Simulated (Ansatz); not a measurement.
Worked example: relaxation of the atoms of CuAgO2 (Pmm2, 4 atoms in the cell) in Ansatz (an electronic-structure program).

Level of theory: LDA (PW92), default PAW files made with PBE (plane waves; Ansatz).

The change in words: one atom moved by 0.15 angstrom; relax: default → atoms; relax.f_tol: default → 0.005 eV/Å. Reference geometry:
```
CELL_PARAMETERS angstrom
      2.80799     0.00000     0.00000
      0.00000     3.34383     0.00000
      0.00000     0.00000     5.38797
ATOMIC_POSITIONS crystal
  Cu 0.50000 0.50000 0.50000
  Ag 0.00000 0.00000 0.00000
  O  0.00000 0.50000 0.27085
  O  0.00000 0.50000 0.72915
```

Reference input (self-consistent single point, DFT, LDA (PW92), plane waves, default PAW files made with PBE): basis.ecutwfc = 420 eV; kpoints.mp_grid.grid = 12 10 6; hamiltonian.xc = lda; hamiltonian.pseudopotentials = {kind: paw} (the program's default PAW files); scf.occupations.method = fermi_dirac; scf.occupations.width = 0.1 eV. This run's input differs from it in these lines:

```diff
@@ -6,3 +6,3 @@
   atoms:
-    - { symbol: Cu, position: [0.500000, 0.500000, 0.500000] }
+    - { symbol: Cu, position: [0.500000, 0.500000, 0.527840] }
     - { symbol: Ag, position: [0.000000, 0.000000, 0.000000] }
@@ -23,2 +23,4 @@
     width: 0.1 eV
+relax:
+  f_tol: 0.005
 output:
```

Output, abridged:

```
   [... SCF lines of the steps left out ...]
relax step   1: F+E_penalty+E_count = -15120.53774340 eV  Δ(F+E_penalty+E_count) = +0.000e0 eV  max|allowed force component| = 3.469e0 eV/Å  Δτ_max = 0.0000 Å  (9 SCF iters, dr2 threshold 6.25e-7 eV, accepted)
relax step   2: F+E_penalty+E_count = -15120.68418488 eV  Δ(F+E_penalty+E_count) = -1.464e-1 eV  max|allowed force component| = 2.279e0 eV/Å  Δτ_max = 0.0429 Å  (6 SCF iters, dr2 threshold 1.00e-4 eV, accepted)
relax step   3: F+E_penalty+E_count = -15120.80015329 eV  Δ(F+E_penalty+E_count) = -1.160e-1 eV  max|allowed force component| = 1.157e-2 eV/Å  Δτ_max = 0.0694 Å  (7 SCF iters, dr2 threshold 1.00e-4 eV, accepted)
relax step   4: F+E_penalty+E_count = -15120.80015407 eV  Δ(F+E_penalty+E_count) = -7.787e-7 eV  max|allowed force component| = 1.150e-2 eV/Å  Δτ_max = 0.0000 Å  (4 SCF iters, accepted)
relax step   5: F+E_penalty+E_count = -15120.80014993 eV  Δ(F+E_penalty+E_count) = +4.140e-6 eV  max|allowed force component| = 1.502e-2 eV/Å  Δτ_max = 0.0011 Å  (5 SCF iters, rejected (line search))
relax step   6: F+E_penalty+E_count = -15120.80015974 eV  Δ(F+E_penalty+E_count) = -5.670e-6 eV  max|allowed force component| = 1.070e-3 eV/Å  Δτ_max = 0.0005 Å  (5 SCF iters, accepted)
the relaxation is at rest under the 4 symmetry operations that the run kept from its start: a minimum is not shown …
Stability not checked: this state was not tested for a lower state beside it, because too few of the mixer's solves of this state at the end of the SCF gave a …
Free energy (F): -15120.800160 eV
Internal energy: -15120.734733 eV  (E = F + TS)
E sigma→0 (E₀):  -15120.767446 eV
Entropy (-TS):   -0.065427 eV (-16.357 meV/atom)
Fermi energy:    10.627873 eV
--- Forces (eV/Å), atoms counted from 1 ---
  atom   1  Cu     0.00000000     0.00000000     0.00052011
   [... lines left out ...]
  F+E_penalty+E_count = -15120.80015974 eV   max|allowed force component| = 1.070e-3 eV/Å
  atoms:
    - { symbol: Cu, position: [0.5, 0.49999999999999994, 0.5069535281053129] }
    - { symbol: Ag, position: [0.0, 6.2408267524162e-19, 0.006977195554373877] }
    - { symbol: O, position: [0.0, 0.49999999999999994, 0.2766581659467863] }
    - { symbol: O, position: [0.0, 0.49999999999999994, 0.7372511103935269] }
```

The run converged. 

Summary of the result:
```
Property                                                 Result
-----------------------------------------------  --------------
Free energy E − TS (on the zero of these files)  -15120.8002 eV
Fermi level (on the code's own zero)                   10.63 eV
Pressure                                              -6.49 GPa
Largest force (vector length)                        0.001 eV/Å
Relaxation steps                                              6
```

The starting cell comes from a database of computed structures (which also holds hypothetical and non-ambient phases and stackings), without a prior relaxation at this level. Its lattice was rescaled by up to half a per cent. For this run, on top of that: one atom moved by 0.15 angstrom. Spin polarisation is off, so a magnetic state, if there is one, cannot be reached. The relaxation keeps the symmetry of its start, so its end need not be a minimum. Ansatz's pressure includes its estimate of the finite-basis (Pulay) stress. Without the estimate this run gives -7.20 GPa. The run gives no clean gap (levels at the Fermi energy touch, overlap or are partly filled at this smearing), which alone does not show that the compound is a metal.

Cost on one core of a shared machine: roughly 2 min.

Keys are those of Ansatz 0.2.
